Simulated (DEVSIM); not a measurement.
System: abrupt Si p-n junction, at 300 K.

Layer 1 from the left is Si, thickness (μm) 7.30, Na (cm⁻³) 1.6e16, τn (s) 2.4e-7, τp (s) 2.4e-7. Layer 2 from the left is Si, thickness (μm) 250, Nd (cm⁻³) 3.6e15, τn (s) 2.4e-7, τp (s) 2.4e-7.

Left contact: ohmic. Right contact: ohmic. Voltage is applied to the left contact. Recombination: SRH at mid-gap, Auger. Mobility is constant in doping.

Constants are typed, rounded textbook-type inputs, not results; the design itself was drawn at random and stands for no fabricated device. Values at 300 K.

Si: gap (eV) 1.124, affinity (eV) 4.05, permittivity 11.7, Nc (cm⁻³) 2.86e19, Nv (cm⁻³) 3.1e19, μn (cm²/Vs) 1417, μp (cm²/Vs) 470, Cn (cm⁶/s) 2.8e-31, Cp (cm⁶/s) 9.9e-32.

Simulated with DEVSIM: 1D drift-diffusion, Boltzmann statistics, complete ionisation; no tunnelling, impact ionisation, image-force lowering or self-heating.

Dark forward current:

```
|V| (V)  |J| (A/cm²)
-------  -----------
0.05        3.127e-8
0.10        1.140e-7
0.15        3.583e-7
0.20        1.157e-6
0.25        4.202e-6
0.30        1.829e-5
0.35        9.584e-5
0.40       0.0005745
0.45        0.003702
0.50         0.02423
0.55          0.1435
0.60          0.5859
0.65           1.461
0.70           2.633
0.75           3.982
0.80           5.445
0.85           6.991
0.90           8.602
0.95           10.27
1.00           11.99
1.05           13.75
1.10           15.56
1.15           17.42
1.20           19.32
1.25           21.26
1.30           23.24
```

Work out the local ideality factor n = ΔV / (kT/q · ln(J2/J1)) between the rows 0.15 and 0.20 V, 0.45 and 0.50 V, 1.25 and 1.30 V.

kT/q = 25.85 mV. From 0.15 to 0.20 V: ln(1.157e-6/3.583e-7) = 1.172, n = 1.65. From 0.45 to 0.50 V: ln(0.02423/0.003702) = 1.879, n = 1.03, near the 1 of diffusion or emission over a barrier. From 1.25 to 1.30 V: ln(23.24/21.26) = 0.089, n = 21.72.

Estimate the current at 0.45 V from the Shockley equation with J0 = Σ q ni² D/(N L) coth(W/L), τ joining the SRH, radiative and Auger lifetimes that are on, and W taken as the whole layer.

ni² = 1.16e20 cm⁻⁶; electrons in the p layer: μ = 1420 cm²/Vs, D = 36.6 cm²/s, τ = 2.40e-7 s, L = 29.6 μm, W/L = 0.25, term 5.94e-11 A/cm²; holes in the n layer: μ = 470 cm²/Vs, D = 12.1 cm²/s, τ = 2.40e-7 s, L = 17.1 μm, W/L = 15, term 3.67e-11 A/cm². J0 = 9.61e-11 A/cm², and J = J0 exp(qV/kT) = 0.00349 A/cm². The simulation gives 0.00370 A/cm²; the estimate lies 5.7 % below. The estimate leaves out recombination in the depletion region and that region's share of W.
